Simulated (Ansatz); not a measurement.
**A constructed model of the (111) surface of fcc Au, a pseudomorphic layer of Fe in the other hollow (bottom of the slab: a bare face, its two planes held)**

Calculation: PBE (plane waves to 420 eV, PAW; Ansatz, a first-principles code).

Model: 7-atom slab, 14.2 Å thick at the start, 15x15x1 mesh, Fermi-Dirac 0.1 eV, dipole correction, 2 atoms held, the rest relaxed; held to the start's symmetry, so lower structures may exist; spin-polarised, ending with about 3.1 μB a cell; orders that need a larger cell were not tried, no spin-orbit, no U. In PBE it lies 0.02 eV a 1x1 cell over the lowest computed structure of the same composition (a pseudomorphic layer of Fe in the host's stacking).

| Property | Result |
|---|---|
| work function of the top face | 4.39 eV |
| energy released by relaxation | 0.035 eV |
| magnetic moment of the cell | 3.06 μB |
| cost | around 5 core-minutes (rough) |
